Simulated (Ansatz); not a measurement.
Fluorite PbF₂ (high-temperature phase) was calculated with LDA in Ansatz (PAW).

Settings: plane-wave cutoff 520 eV, 10×10×10 k mesh, Fermi–Dirac smearing 0.01 eV, scalar-relativistic PAW data made under PBE.

Response to compression and expansion:

```
V (Å³/atom)  P (GPa)  direct gap at Γ (eV)  smallest gap on the k mesh (eV)
-----------  -------  --------------------  -------------------------------
15.372          6.35                 9.453                            4.230
15.699          3.99                 9.299                            4.243
16.026          1.90                 9.148                            4.252
16.353          0.03                 9.000                            4.260
16.680         -1.63                 8.857                            4.266
17.007         -3.11                 8.717                            4.269
17.334         -4.43                 8.580                            4.271
```

The fundamental gap (4.25 eV at the equilibrium volume, with added k points) lies elsewhere than Γ–Γ.

Spin–orbit coupling is not included; with these elements it can move the gap by several tenths of an eV or more.

Ansatz is a quantum-chemistry and plane-wave program.
